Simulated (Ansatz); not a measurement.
Take WSi2 (space group I4/mmm, No. 139; a = 3.2024 Å, c = 7.8177 Å; relaxed with 0.1 eV smearing) as the base. Axes: x, y, z lie along a, b, c of the conventional cell.

Method: Ansatz (an electronic-structure program) PBEsol, no spin-orbit coupling.

One thing is altered: tensor shear ε_xz = +2.00 % (engineering shear γ = 0.0400), atoms relaxed at fixed cell.

### Question
Predict the stress tensor and what it implies for the stiffness.

### Answer
Stress of the strained cell less that of the base (GPa, compression positive):
```
    0.4     0.0    -8.3
    0.0     0.4     0.0
   -8.3     0.0     0.4
```

Then −Δσ/γ with γ = 2ε = 0.0400 gives secant stiffness values (nonlinear terms included at this strain): C55 ≈ 208 GPa.

As a check, the harmonic strain energy −½ V₀ Δσ:ε is 14 meV/atom; the computed energy rise is 14 meV/atom.

Stability against distortions was not tested. The final runs are not spin-polarised.
